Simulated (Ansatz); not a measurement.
An Ansatz (an electronic-structure program) run: MoS2 with a change (electrons 5.0×10^21 cm⁻³); Ansatz r2SCAN+rVV10, without spin-orbit coupling, earlier PAW set.

Input:

Ansatz 0.2 input:
```yaml
crystal:
  lattice:
    - [1.5876983263, 0.9166580561, 6.1953449779]
    - [-1.5876983263, 0.9166580561, 6.1953449779]
    - [0, -1.8333161122, 6.1953449779]
  atoms:
    - { symbol: Mo, position: [0.0000046323, 0.0000046323, 0.0000046323] }
    - { symbol: S, position: [0.750294569, 0.750294569, 0.750294569] }
    - { symbol: S, position: [0.5830007987, 0.5830007987, 0.5830007987] }
basis: { ecutwfc: 500, ecutrho_ratio: 4, xc_grid: 4, fft_grid_basis: typed }
kpoints: { mp_grid: { grid: [21, 21, 21] } }
hamiltonian:
  xc: r2scan
  dispersion: rvv10
  pseudopotentials: { azcp: { folder: ./paw }, kind: paw }
total_charge: -0.270497
scf: { occupations: { method: fermi_dirac, width: 0.0259 }, convergence: { dr2_threshold: 0.0000000003 } }
relax: { f_tol: 0.005, max_steps: 30 }
output: { forces: true, stress: true }
checkpoint: { write: state.ck, write_every: 1000 }
```

Output (explanatory and most iteration lines left out):

```
Relaxation: its limit of steps is 30 (relax.max_steps)
Pseudopotential: Mo, paw, valence charge 14
Pseudopotential: S, paw, valence charge 6
Crystal: 3 atoms, lattice volume = 54.099 Å³
Basis set: ecut = 500 eV, 1379 PW (Γ), exchange–correlation on 192×192×192 points (64 copies of the dense FFT grid, shifted against one another)
Bands: 18, of which v1, the nominal top of the filled ones, is band 13 counted from 1 (12 counted from 0)
Symmetry: 6 space group operations
Space group: R3m (ITA 160), of the structure as read, at distance tolerance 3.8e-5 Å
k-points: 891 of 9261 (time reversal used)
Functional: x = r2scan, c = r2scan + rvv10(b = 11.95, C = 0.0093); τ floored in thin density (d = 2e-4 eV/Å³)
SCF iter   1: F=—  HF=-6777.463445 eV  |F-HF|=—  |Δ(HF+E_count)|=         —  Δρ=8.27e-2  dr2=5.48e0  dr2_τ=2.60e-1  ethr=3.10e-3  ⟨swp⟩=6.5  Hψ=94538  notcnv=0
SCF iter   2: F=—  HF=-6776.432938 eV  |F-HF|=—  |Δ(HF+E_count)|=    1.03e0  Δρ=2.79e-2  dr2=3.99e-1  dr2_τ=1.60e-1  ethr=3.10e-3  ⟨swp⟩=3.0  Hψ=41711  notcnv=0  defer=128
SCF 1 converged in 11 iterations: F = -6776.410079 eV  dr2 = 8.69e-11
relax step   1: F+E_penalty+E_count = -6776.41007944 eV  Δ(F+E_penalty+E_count) = +0.000e0 eV  max|allowed force component| = 1.688e-1 eV/Å  Δτ_max = 0.0000 Å  (11 SCF iters, accepted)
Crystal: 3 atoms, lattice volume = 54.099 Å³
SCF iter   1: F=—  HF=-6776.411251 eV  |F-HF|=—  |Δ(HF+E_count)|=         —  Δρ=1.19e-3  dr2=6.59e-4  dr2_τ=1.29e-3  ethr=2.72e-6  ⟨swp⟩=2.2  Hψ=64845  notcnv=0  defer=64
SCF iter   2: F=—  HF=-6776.411703 eV  |F-HF|=—  |Δ(HF+E_count)|=   4.53e-4  Δρ=5.80e-4  dr2=1.33e-4  dr2_τ=1.28e-5  ethr=2.51e-6  ⟨swp⟩=2.0  Hψ=28080  notcnv=0  defer=64
SCF 2 converged in 8 iterations: F = -6776.411692 eV  dr2 = 1.04e-10
relax step   2: F+E_penalty+E_count = -6776.41169196 eV  Δ(F+E_penalty+E_count) = -1.613e-3 eV  max|allowed force component| = 4.099e-2 eV/Å  Δτ_max = 0.0127 Å  (8 SCF iters, accepted)
Crystal: 3 atoms, lattice volume = 54.099 Å³
SCF iter   1: F=—  HF=-6776.411781 eV  |F-HF|=—  |Δ(HF+E_count)|=         —  Δρ=2.27e-4  dr2=2.36e-5  dr2_τ=4.90e-5  ethr=9.63e-7  ⟨swp⟩=3.0  Hψ=45400  notcnv=0  defer=65
SCF iter   2: F=—  HF=-6776.411801 eV  |F-HF|=—  |Δ(HF+E_count)|=   1.99e-5  Δρ=1.12e-4  dr2=5.13e-6  dr2_τ=4.53e-7  ethr=9.00e-8  ⟨swp⟩=2.0  Hψ=31055  notcnv=0  defer=65
SCF 3 converged in 7 iterations: F = -6776.411789 eV  dr2 = 1.49e-10
relax step   3: F+E_penalty+E_count = -6776.41178893 eV  Δ(F+E_penalty+E_count) = -9.698e-5 eV  max|allowed force component| = 1.062e-3 eV/Å  Δτ_max = 0.0025 Å  (7 SCF iters, accepted)
Crystal: 3 atoms, lattice volume = 54.099 Å³
SCF iter   1: F=—  HF=-6776.411789 eV  |F-HF|=—  |Δ(HF+E_count)|=         —  Δρ=3.33e-7  dr2=1.49e-10  dr2_τ=5.13e-12  ethr=1.00e-12  ⟨swp⟩=2.7  Hψ=95602  notcnv=0  defer=65
SCF iter   2: F=-6776.411789 eV  HF=-6776.411789 eV  |F-HF|=1.18e-11  |Δ(HF+E_count)|=  7.28e-12  Δρ=2.18e-7  dr2=5.09e-11  dr2_τ=1.72e-12  ethr=1.00e-12  ⟨swp⟩=4.0  Hψ=47992  notcnv=0
SCF 4 converged in 2 iterations: F = -6776.411789 eV  dr2 = 5.09e-11
SCF converged after 2 iterations
Free energy (F): -6776.411789 eV
Internal energy: -6776.408151 eV  (E = F + TS)
E sigma→0 (E₀):  -6776.409970 eV
Entropy (-TS):   -0.003638 eV (-1.213 meV/atom)
Fermi energy:    12.000164 eV
--- Forces (eV/Å), atoms counted from 1 ---
  atom   1  Mo     0.00000000    -0.00000000     0.00049267
  atom   2  S      0.00000000     0.00000000     0.00056558
  atom   3  S      0.00000000    -0.00000000    -0.00105921
--- Stress (GPa, compression-positive) ---
       -0.598723       0.000000      -0.000000
        0.000000      -0.598723       0.000000
       -0.000000       0.000000      -0.629836
  P = ⅓ Tr σ = -0.6091 GPa (-6.091 kbar)
--- Relaxed structure (3 steps of the walk, 3 accepted, 0 SCFs on fresh bases) ---
  atoms:
    - { symbol: Mo, position: [1.2201392730325125e-5, 1.2201392730325115e-5, 1.220139273032512e-5] }
    - { symbol: S, position: [0.7508371568018317, 0.7508371568018317, 0.7508371568018317] }
    - { symbol: S, position: [0.582450641805438, 0.582450641805438, 0.582450641805438] }
```

Carriers are added with a uniform compensating background; total energy and stress of such cells depend on the potential's zero and are not compared; many-body gap narrowing is missing at this level. Whether these cells are dynamically stable was not tested. The cell was made from MoS2 in the 3R-MoS2 type structure (space group R3m, No. 160; layered, stacked along the Cartesian z axis) by this change: electrons 5.0×10^21 cm⁻³.
